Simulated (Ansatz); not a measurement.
# PBE against PBEsol: La

The reference is La (space group P6_3/mmc, No. 194; a = 3.770 Å, c = 12.081 Å).

(Cell as relaxed with PBE.)

Levels (all Ansatz, a quantum-chemistry and plane-wave program, PAW): PBE (420 eV, spin-orbit coupling left out); PBEsol (420 eV, spin-orbit coupling left out).

Each level relaxes its own structure.

```json
[
 {"quantity": "volume per atom", "PBE": "37.18 Å³", "PBEsol": "…"},
 {"quantity": "lattice parameter a", "PBE": "3.770 Å", "PBEsol": "…"},
 {"quantity": "lattice parameter c", "PBE": "12.081 Å", "PBEsol": "…"},
 {"quantity": "band gap", "PBE": "zero", "PBEsol": "…"}
]
```

**Question.** Predict the PBEsol column.

**Answer.** 
- volume per atom, PBEsol: 34.01 Å³
- lattice parameter a, PBEsol: 3.661 Å
- lattice parameter c, PBEsol: 11.718 Å
- band gap, PBEsol: zero

PBE's volume per atom lies 3.176 Å³ above PBEsol's (9.3 %); PBE's lattice parameter a lies 0.109 Å above PBEsol's (3.0 %); PBE's lattice parameter c lies 0.363 Å above PBEsol's (3.1 %); the two agree on the band gap. Neither level is exact; PBEsol is the comparison here, not a measurement.

Whether these cells are dynamically stable was not tested.
